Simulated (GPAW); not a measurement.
A self-consistent single point of SrIr2 (Fd-3m, 6 atoms in the cell) with GPAW.

Level of theory: PBEsol, GPAW PAW datasets PBEsol (made by gpaw-setup) (plane waves; GPAW).

```
CELL_PARAMETERS angstrom
      0.00000     3.82390     3.82390
      3.82390     0.00000     3.82390
      3.82390     3.82390     0.00000
ATOMIC_POSITIONS crystal
  Sr 0.25000 0.25000 0.25000
  Sr 0.00000 0.00000 0.00000
  Ir 0.62500 0.12500 0.62500
  Ir 0.62500 0.62500 0.62500
  Ir 0.12500 0.62500 0.62500
  Ir 0.62500 0.62500 0.12500
```

Reference input (self-consistent single point, DFT LDA (Perdew-Wang 92), plane waves, GPAW PAW datasets LDA (gpaw-data 1.0.1)): mode = pw; ecut = 550 eV; xc = LDA; kpts = 9 9 9; mesh shift (steps) = 0 0 0; occupations.name = methfessel-paxton; occupations.width = 0.136 eV; occupations.order = 0; nbands = -14; convergence.forces = 0.001 eV/Å; symmetry.symmorphic = false; symmetry.tolerance = 0.0005. This run's input differs from it in these lines:

```diff
@@ -17,3 +17,3 @@
 calc = GPAW(mode={'name': 'pw', 'ecut': 550},
-            xc='LDA',
+            xc='PBEsol',
             kpts=(9, 9, 9),
```

Its files differ too (potentials: GPAW PAW datasets PBEsol (made by gpaw-setup)).

Log, with long lists cut:

```
     iter     time        total  log10-change:
                         energy   eigst   dens  force
iter:   1 --:--:--   -46.201607
iter:   2 --:--:--   -46.542818   -0.67  -1.51
iter:   3 --:--:--   -46.408555   -1.93  -1.53
iter:   4 --:--:--   -46.508222   -1.45  -1.59
iter:   5 --:--:--   -46.315991   -2.63  -1.90
iter:   6 --:--:--   -46.361009   -1.93  -2.12
iter:   7 --:--:--   -46.346550   -2.22  -2.17
iter:   8 --:--:--   -46.306010   -3.13  -2.26
iter:   9 --:--:--   -46.300821   -3.82  -2.73
iter:  10 --:--:--   -46.299682c  -3.90  -3.04
iter:  11 --:--:--   -46.301022c  -3.90  -3.19
iter:  12 --:--:--   -46.299055c  -4.37  -2.97
iter:  13 --:--:--   -46.299172c  -6.25  -3.70
iter:  14 --:--:--   -46.299022c  -5.29  -3.46
iter:  15 --:--:--   -46.299022c  -6.61  -4.00
iter:  16 --:--:--   -46.299055c  -5.97  -4.01c
iter:  17 --:--:--   -46.299012c  -5.77  -3.88
iter:  18 --:--:--   -46.299017c  -7.04  -4.14c
iter:  19 --:--:--   -46.299019c  -7.73c -4.29c
iter:  20 --:--:--   -46.299021c  -7.14  -4.33c
iter:  21 --:--:--   -46.299021c  -8.47c -5.10c -16.87c
Converged after 21 iterations.

Dipole moment: (-13.697895, -13.697895, -13.697895) |e|*Ang

Energy contributions relative to reference atoms: (reference = -2110280.698575)

Kinetic:        +15.604370
Potential:       -5.556301
External:        +0.000000
XC:             -54.548603
Entropy (-ST):   -0.061998
Local:           -1.767488
SIC:             +0.000000
--------------------------
Free energy:    -46.330020
Extrapolated:   -46.299021

Showing only first 2 kpts
 Kpt  Band  Eigenvalues  Occupancy
  0    38     11.15658    0.00000
  0    39     11.15658    0.00000
  0    40     11.54966    0.00000
  0    41     11.69042    0.00000

  1    38     10.93129    0.00000
  1    39     11.11976    0.00000
  1    40     11.34439    0.00000
  1    41     11.34439    0.00000

Fermi level: 10.26876

No gap
   [... lines left out ...]

Forces in eV/Ang:
  0 Sr    0.00000    0.00000   -0.00000
  1 Sr   -0.00000    0.00000    0.00000
  2 Ir    0.00000   -0.00000    0.00000
  3 Ir    0.00000   -0.00000    0.00000
  4 Ir    0.00000    0.00000    0.00000
  5 Ir    0.00000    0.00000    0.00000

Stress tensor:
     0.002497    -0.000000     0.000000
    -0.000000     0.002497    -0.000000
     0.000000    -0.000000     0.002497
Stress (GPa, Voigt): [ 0.4  0.4  0.4 -0.   0.  -0. ]
```

The run converged in 21 iterations. GPAW prints stress with tension positive. Against the reference run the pressure goes from -4.49 to -0.40 GPa.

The starting cell comes from a database of computed structures (which also holds hypothetical and non-ambient phases and stackings), without a prior relaxation at this level. Its lattice was rescaled by a random factor within 2.5 % of one. Spin polarisation is off.

Cost on one core of a shared machine: roughly 5 min.
